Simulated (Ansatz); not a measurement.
# ZnS, response to strain

The parent structure is ZnS in the zinc blende structure (space group F-43m, No. 216).

```xyz
2
Lattice="0.0000 2.6783 2.6783 2.6783 0.0000 2.6783 2.6783 2.6783 0.0000" Properties=species:S:1:pos:R:3 pbc="T T T"
S      1.3391     1.3391     1.3391
Zn     0.0000     0.0000     0.0000
```

Cartesian axes are those of the cell as printed.

Strains are applied to the cell and any free atomic positions relax; under biaxial strain the out-of-plane vector relaxes too.

Calculations: DFT with PBEsol, PAW potentials and a 420 eV plane-wave cutoff in Ansatz (a quantum-chemistry and plane-wave program), no spin-orbit coupling.

Notes on the quantities. pressure: mean of the normal stresses, compression positive.

```json
[
 {"case": "base", "volume per atom": "19.21 Å³", "pressure": "0.00 GPa", "band gap": "2.09 eV", "electron mass": "0.17 mₑ (at Γ)"},
 {"case": "biaxial strain +2.45 %, plane normal [001], relaxed out of plane", "volume per atom": "19.55 Å³", "pressure": "-1.42 GPa", "band gap": "1.89 eV", "electron mass": "0.16 mₑ (at Γ)"},
 {"case": "biaxial strain −2.89 %, plane normal [110], relaxed out of plane", "volume per atom": "?", "pressure": "?", "band gap": "?", "electron mass": "–"},
 {"case": "biaxial strain +0.54 %, plane normal [110], relaxed out of plane", "volume per atom": "19.34 Å³", "pressure": "-0.53 GPa", "band gap": "2.02 eV", "electron mass": "0.17 mₑ (at Γ)"},
 {"case": "biaxial strain −1.70 %, plane normal [111], relaxed out of plane", "volume per atom": "18.77 Å³", "pressure": "1.89 GPa", "band gap": "2.11 eV", "electron mass": "0.16 mₑ out of plane, 0.18 mₑ in plane (at Γ)"},
 {"case": "isotropic strain −2.27 %", "volume per atom": "17.93 Å³", "pressure": "6.33 GPa", "band gap": "2.39 eV", "electron mass": "0.18 mₑ (at Γ)"},
 {"case": "uniaxial strain ε_yy = +2.46 %", "volume per atom": "19.68 Å³", "pressure": "-1.83 GPa", "band gap": "1.95 eV", "electron mass": "0.16 mₑ (at Γ)"},
 {"case": "uniaxial strain ε_yy = +2.61 %", "volume per atom": "19.71 Å³", "pressure": "-1.94 GPa", "band gap": "1.94 eV", "electron mass": "0.16 mₑ (at Γ)"},
 {"case": "uniaxial strain ε_zz = +0.65 %", "volume per atom": "19.34 Å³", "pressure": "-0.51 GPa", "band gap": "2.05 eV", "electron mass": "0.17 mₑ (at Γ)"},
 {"case": "uniaxial strain ε_zz = +0.85 %", "volume per atom": "19.37 Å³", "pressure": "-0.66 GPa", "band gap": "2.04 eV", "electron mass": "0.17 mₑ (at Γ)"}
]
```

Q: Complete the table.

A: 
- biaxial strain −2.89 %, plane normal [110], relaxed out of plane, volume per atom: 18.55 Å³
- biaxial strain −2.89 %, plane normal [110], relaxed out of plane, pressure: 2.88 GPa
- biaxial strain −2.89 %, plane normal [110], relaxed out of plane, band gap: 2.07 eV

A biaxial case was relaxed in a doubled cell and then solved in the primitive one. Masses are band curvatures over ±0.01 Å⁻¹ around the edge. Whether these cells are dynamically stable was not tested.
